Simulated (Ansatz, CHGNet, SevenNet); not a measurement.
## How the equilibrium lattice constant a of Zn₃N₂ (Ia-3, No. 206; structure not from a measured cell) moves with the method

No measured value is used here.

```
level (code)              value (Å)
------------------------  ---------
CHGNet 0.3.0 (CHGNet)         9.861
SevenNet-l3i5 (SevenNet)      9.860
LDA (Ansatz)                      …
PBE (Ansatz)                      …
PBEsol (Ansatz)               9.687
PBE-D3(BJ) (Ansatz)           9.736
PBE-D4 (Ansatz)               9.730
```

Problem. Fill in the missing entries.

Solution. 
- LDA (Ansatz, a first-principles code), value (Å): 9.576
- PBE (Ansatz), value (Å): 9.837

CHGNet 0.3.0, SevenNet-l3i5, LDA, PBE, PBEsol, PBE-D3(BJ), PBE-D4: the relaxation could not lower the start's symmetry, so the cell can be a saddle point above a distorted one. Ansatz's density-functional and Hartree–Fock values are scalar-relativistic unless marked +SOC, with PAW data made under PBE.

Machine-learned potentials (CHGNet 0.3.0, SevenNet-l3i5) are trained on DFT data, which may include these solids.
